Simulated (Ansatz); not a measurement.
Habitual settings against a tight run: B3Ir2 (C2/m, 10 atoms in the cell)

Self-consistent single point.

```
CELL_PARAMETERS angstrom
      5.17339    -1.53582     0.00000
      5.17339     1.53582     0.00000
     -0.04652     0.00000     6.15896
ATOMIC_POSITIONS crystal
  B  0.82562 0.82562 0.52792
  B  0.17438 0.17438 0.47208
  B  0.44114 0.44114 0.61379
  B  0.55886 0.55886 0.38621
  B  0.25885 0.25885 0.92378
  B  0.74115 0.74115 0.07622
  Ir 0.89685 0.89685 0.85215
  Ir 0.10315 0.10315 0.14785
  Ir 0.64010 0.64010 0.70020
  Ir 0.35990 0.35990 0.29980
```

Computed with LDA (PW92), PAW files made with PBE (plane waves; Ansatz, a program for electronic structure).

Base settings: basis.ecutwfc = 420 eV; kpoints.mp_grid.grid = 9 9 5; kpoints.mp_grid.shift = 0.5 0.5 0.5; hamiltonian.xc = lda; hamiltonian.pseudopotentials = {kind: paw} (the program's default PAW files); scf.occupations.method = cold; scf.occupations.width = 0.2 eV.

Tight run (finer mesh or higher cutoff; not a proven limit): basis.ecutwfc: 420 eV → 590 eV; kpoints.mp_grid.grid: 9 9 5 → 13 13 7; scf.convergence.dr2_threshold: default (1e-07 eV) → 1e-09 eV. It gave Fermi level (on the code's own zero) 19.71 eV; pressure 0.04 GPa; largest force (vector length) 0.375 eV/Å.

Quick runs, as changes from the base:
- A: the base itself
- B: basis.ecutwfc: 420 eV → 295 eV; kpoints.mp_grid.grid: 9 9 5 → 4 4 4; hamiltonian.xc: lda → pbesol; scf.convergence.dr2_threshold: default (1e-07 eV) → 0.001 eV [PBEsol]
- C: basis.ecutwfc: 420 eV → 210 eV; kpoints.mp_grid.grid: 9 9 5 → 4 4 4; hamiltonian.xc: lda → pbesol [PBEsol]
- D: basis.ecutwfc: 420 eV → 210 eV; kpoints.mp_grid.grid: 9 9 5 → 8 8 8; hamiltonian.xc: lda → pbesol; scf.occupations.method: cold → fermi_dirac; scf.occupations.width: 0.2 eV → 0.5 eV [PBEsol]
- E: basis.ecutwfc: 420 eV → 335 eV; kpoints.mp_grid.grid: 9 9 5 → 6 6 6; hamiltonian.xc: lda → pbesol [PBEsol]
- F: basis.ecutwfc: 420 eV → 250 eV; kpoints.mp_grid.grid: 9 9 5 → 3 3 3; scf.occupations.method: cold → fermi_dirac; scf.occupations.width: 0.2 eV → 0.272 eV

Energies are extrapolated to zero smearing width, which holds to low order in the width alone.

Dashes: energy of B, C, D, E, another energy zero.

† marks runs with another functional, U, potentials or spin treatment: their distance from the tight run is not a convergence error alone.

The count of work is k-points × plane waves × bands × iterations; it is no time. 

Pressures in the table are Ansatz's without its Pulay estimate, at a fixed set of plane waves; the tight run's value above holds the estimate.

The starting cell comes from a database of computed structures (which also holds hypothetical and non-ambient phases and stackings), without a prior relaxation at this level. Its lattice was rescaled by a random factor within 2.5 % of one. Spin polarisation is off.

```tsv
run	energy less tight (meV/atom)	pressure less tight (GPa)	largest miss in a force vector (eV/Å)	count of work / tight
A	2.0	-0.06	0.074	0.17
B†	–	-3.84	0.345	0.011
C†	–	-169.23	1.247	0.011
D†	–	-167.38	1.050	0.084
E†	–	3.78	0.265	0.066
F	468.6	-52.54	0.314	0.0070
```

Among the runs at the tight run's level, the energy misses run from 2.0 to 468.6 meV/atom.

Keys are those of Ansatz 0.2.
